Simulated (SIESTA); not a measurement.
A self-consistent single point of MgTiW2O8 (P1, 12 atoms in the cell) with SIESTA.

Method of the run: GGA PBEsol, numerical atomic orbitals DZP, PseudoDojo PBEsol standard norm-conserving potentials (rewritten from UPF to PSML) in SIESTA.

```
CELL_PARAMETERS angstrom
      4.94751     0.00000     0.00000
      1.26698     5.14743     0.00000
      0.16407     2.39542     6.29752
ATOMIC_POSITIONS crystal
  Mg 0.50688 0.08210 0.12211
  Ti 0.02000 0.10718 0.75324
  W  0.29300 0.62181 0.61594
  W  0.77601 0.58169 0.93777
  O  0.37759 0.82473 0.36303
  O  0.14930 0.34900 0.53758
  O  0.38391 0.81558 0.81802
  O  0.16606 0.33192 0.92251
  O  0.84348 0.88202 0.01718
  O  0.68837 0.34396 0.17600
  O  0.67023 0.38517 0.74345
  O  0.91479 0.84437 0.64866
```
Moments meant for the start (each program seeds them in its own way; μB, in the order of the atoms Mg Ti W W O O O O O O O O): 0.0 0.0 1.0 1.0 0.0 0.0 0.0 0.0 0.0 0.0 0.0 0.0.

Reference input (self-consistent single point, DFT, GGA PBEsol+U, numerical atomic orbitals DZP, PseudoDojo PBEsol standard norm-conserving potentials (rewritten from UPF to PSML)): XC.functional = GGA; XC.authors = PBEsol; potentials = PseudoDojo PBEsol standard; PAO.BasisSize = DZP; PAO.EnergyShift = 0.01 Ry; MeshCutoff = 400 Ry; kgrid.MonkhorstPack = 5 5 4; OccupationFunction = MP; OccupationMPOrder = 0; ElectronicTemperature = 50 meV; Spin = polarized; DFTU.ProjectorGenerationMethod = 2. This run's input differs from it in these lines:

```diff
@@ -62,11 +62,2 @@
 %endblock DM.InitSpin
-DFTU.ProjectorGenerationMethod 2
-DFTU.CutoffNorm              0.9
-DFTU.FirstIteration          true
-%block DFTU.proj
-  W 1
-  n=5 2
-  6.20 0.00
-  0.00 0.00
-%endblock DFTU.proj
```

Log, with long lists cut:

```
        iscf     Eharris(eV)        E_KS(eV)     FreeEng(eV)     dDmax    Ef(eV) dHmax(eV)
   scf:    1   -10807.475263   -10899.462384   -10899.467401  0.854323 -1.534329 24.515134
     spin moment: {S} , |S| = {        0.0        0.0    0.15275 }     0.15275
   scf:    2   -10944.546102   -10926.105571   -10926.113627  0.334470 -2.022074 14.671163
     spin moment: {S} , |S| = {        0.0        0.0    0.95110 }     0.95110
   scf:    3   -10951.504068   -10941.738326   -10941.751277  0.081713 -2.945460  6.522591
     spin moment: {S} , |S| = {        0.0        0.0    0.98375 }     0.98375
   [... lines left out ...]
     spin moment: {S} , |S| = {        0.0        0.0    1.99271 }     1.99271
   scf:   25   -10944.834005   -10944.833991   -10944.834510  0.000066 -3.573069  0.000420
     spin moment: {S} , |S| = {        0.0        0.0    1.99294 }     1.99294
   scf:   26   -10944.833996   -10944.833994   -10944.834510  0.000012 -3.573031  0.000376
     spin moment: {S} , |S| = {        0.0        0.0    1.99298 }     1.99298
   scf:   27   -10944.833998   -10944.833996   -10944.834510  0.000009 -3.572999  0.000233
     spin moment: {S} , |S| = {        0.0        0.0    1.99302 }     1.99302
SCF Convergence by DM+H criterion
max |DM_out - DM_in|         :     0.0000089176
max |H_out - H_in|      (eV) :     0.0002325175
SCF cycle converged after 27 iterations

Using DM_out to compute the final energy and forces

siesta: E_KS(eV) =           -10944.8340

siesta: E_KS - E_eggbox =    -10944.8340

siesta: Atomic forces (eV/Ang):
     1   -0.161313    0.052656   -0.498853
     2    0.050947   -0.236456    0.391621
     3   -0.808955   -0.478663   -0.308417
     4    0.696368    0.231825    0.137285
     5   -0.172653   -0.144037    0.384879
     6    1.039734    1.251620   -0.333913
     7    0.649614   -0.571998    0.293555
     8   -0.184531    0.294969    0.220459
     9   -0.451876   -0.660493    0.104168
    10    0.175268    0.236146   -0.018243
    11   -0.892656    0.804312   -0.039432
   [... lines left out ...]
siesta: FreeEng =    -10944.834510
siesta: Cell volume =        160.378362 Ang**3
siesta:         -32.92435091        -19.22014054  kBar
   [... lines left out ...]
     5    -0.465816    6.465816   -0.015996  O
     6    -0.437379    6.437379   -0.001683  O
     7    -0.573639    6.573639    0.009603  O
     8    -0.680179    6.680179    0.033548  O
     9    -0.629399    6.629399    0.051625  O
    10    -0.474307    6.474307   -0.019491  O
    11    -0.596454    6.596454    0.024228  O
    12    -0.557888    6.557888    0.023856  O
 Total    -0.000000                1.993018
```

The run converged in 27 iterations. Against the reference run the pressure goes from -0.85 to -3.29 GPa, the largest force goes from 0.436 to 1.661 eV/Å, the gap on the mesh goes from 1.299 to 0.106 eV and the size of the net moment stays at 0.17 μB/atom.

The starting cell comes from a database of computed structures (which also holds hypothetical and non-ambient phases and stackings), without a prior relaxation at this level. Its lattice was rescaled by a random factor within 2.5 % of one. Spin-orbit coupling is off. The magnetic order is the one reached from the typed start; others were not searched systematically. Values carry the incompleteness of an atom-centred basis. With a pressure of about -3 GPa the cell is away from its equilibrium volume at this level. Forces in this geometry exceed 1 eV/Å.

Cost on one core of a shared machine: roughly 4 min.
